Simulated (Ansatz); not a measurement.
The starting structures come from a database of crystals and need not be the phases stable at ambient conditions.

By PBEsol, the system below comes out a metal.

The ballistic (Sharvin) conductance counts the channels at the Fermi level: G/A = (e²/h) × channels of both spins per area.

Data:

```
CELL_PARAMETERS angstrom
      3.19027     0.00000     0.00000
      0.00000     4.51172     0.00000
      1.59513     2.25586     1.64299
ATOMIC_POSITIONS crystal
  Hf 0.00000 0.00000 0.00000
  N  0.00000 0.50000 0.00000
```

The cell is strained (lengths along the current scaled by 1.03, ions clamped); by PBEsol it stands under a pressure of -9.4 GPa.

The current flows along the normal of the first two printed cell vectors. No spin-orbit coupling; the value is a mean over 0.1 eV about the Fermi level.

### Question
Compute, with PBEsol (Ansatz, an electronic-structure program), the ballistic conductance per area.

### Answer
1.1 × 10¹⁵ S/m² for both spins.
